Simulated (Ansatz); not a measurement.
# TlBiS2: energy against strain

TlBiS2 (R-3m, 26.133 Å³/atom and stress up to 0.01 GPa in the relaxed cell, c along z) under an equal strain ε in the (0001) plane with the normal axis free, as in a coherent film. PBEsol in Ansatz, a plane-wave DFT program (PAW, default set), 420 eV, 9×9×9 Γ-centred mesh, Fermi-Dirac smearing 0.05 eV; ions are relaxed, or left where forces stay under 0.02 eV/Å, within the symmetry of each cell.

Here s stands for strain and y for E less E0.

```
strain (%)  E less E0 (meV/atom)
----------  --------------------
-1.20                       1.75
-0.60                       0.42
0.00                        0.00
0.60                        0.46
1.20                        1.78
3.00                           ?
```

Q: Fit y against s with a parabola, and predict the withheld value at s = 3.00.

A: Least squares gives y = -0.001 + 0.0167·s + 1.2262·s². Residuals (row less fit): 0.005, -0.010, 0.001, 0.010, -0.005; standard error 0.011 (degrees of freedom: 2). The quadratic coefficient over the volume, 1.2262 meV × 10⁴ × 0.1602 / 26.133 Å³, is the biaxial elastic modulus of this plane = 75.2 ± 0.5 GPa (± standard error of the fit, which holds the terms cut off). At the withheld row, y = -0.001 + 0.0167 × 3.0 + 1.2262 × 3.0² = 11.085 meV/atom. The calculation gives 10.62 meV/atom, 0.465 meV/atom below the prediction (4.4 % of the range of y in the table). The row lies outside the fitted rows, so this is an extrapolation. From the scatter of the fitted rows alone, a prediction at this place has a standard error of 0.072 meV/atom, so the miss is 6.5 times that.

A polynomial of degree 3 through the 10 other runs of the series gives 10.62 there, so most of the miss is curvature that the fit leaves out. This level leaves no gap over 0.05 eV at strain 3.00 %. The start is a measured cell from the literature; how it stands against other phases or cation orders wasn't checked. Spin-orbit coupling is left out, which can shift these values for the heavy elements here. Rows are the converged runs of the series near zero and its far end, less any whose ions stayed unrelaxed beside relaxed ones; series whose fitted rows scatter by over a few per cent of the range, as at a crossing or softening among them, aren't shown in this form. Most that stay on the fit to the last digits aren't either.
